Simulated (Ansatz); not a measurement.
## Effect of biaxial strain +2.00 %, plane normal [001], relaxed out of plane on ZrB2

Base system: ZrB₂ (space group P6/mmm, No. 191; a = 3.1552 Å, c = 3.5062 Å; relaxed with 0.1 eV smearing). Axes: x lies along a and z along c of the hexagonal cell.

One thing is altered: biaxial strain +2.00 %, plane normal [001], relaxed out of plane (Cartesian); in-plane vectors clamped, the third vector and the atoms free.

Level of theory: DFT with PBEsol, PAW potentials and a 420 eV plane-wave cutoff in Ansatz (an electronic-structure program), no SOC. Settings: 21×21×17 k-points, 0.1 eV Fermi–Dirac smearing.

The space group is still P6/mmm (No. 191) and the band gap is still zero. The out-of-plane strain amounts to -1.11 % and the mean in-plane stress (compression positive) amounts to -10.6 GPa.

Cost of the whole job for the changed cell (relaxation, final SCF and bands): very roughly 23 core-seconds.

No phonon test of stability was made. The final runs are not spin-polarised.
